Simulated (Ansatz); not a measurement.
Take HgS (space group P3_221, No. 154; a = 4.139 Å, c = 9.408 Å; made of chains) as the base.

Computed with PBEsol, PAW, 420 eV (Ansatz, a quantum-chemistry and plane-wave program; without spin-orbit coupling).

One change was made to it. Results:

| quantity | base | after |
|---|---|---|
| band gap | 1.23 eV | zero |
| density | 8.31 g/cm³ | 11.83 g/cm³ |
| shortest interatomic distance | 2.387 Å | 2.537 Å |

Question: Which change produced these results?
A) pressure 100 GPa
B) pressure 75 GPa
C) pressure 30 GPa
D) pressure 15 GPa
E) pressure 3 GPa

Answer: C, pressure 30 GPa. For comparison, the density in the other runs: pressure 100 GPa gives 15.13 g/cm³; pressure 3 GPa gives 9.07 g/cm³; pressure 75 GPa gives 13.78 g/cm³; pressure 15 GPa gives 10.89 g/cm³.

The mesh was chosen for an insulator and is coarse for the gapless case. From pressure 100 GPa on, the axis ratios lie over 15 % from the base's, so the cell there is far from its starting form. With Hg present, leaving out spin-orbit coupling can change the band edges. Load acts through the strain it causes; cell and atoms are relaxed under it. No phonon test of stability was made. Competing high-pressure phases were not computed. The final runs are not spin-polarised. Along this pressure series the structure jumps between pressure 7 GPa and pressure 15 GPa; cells beyond that are another form of it. No dispersion term is included in the PBEsol runs.
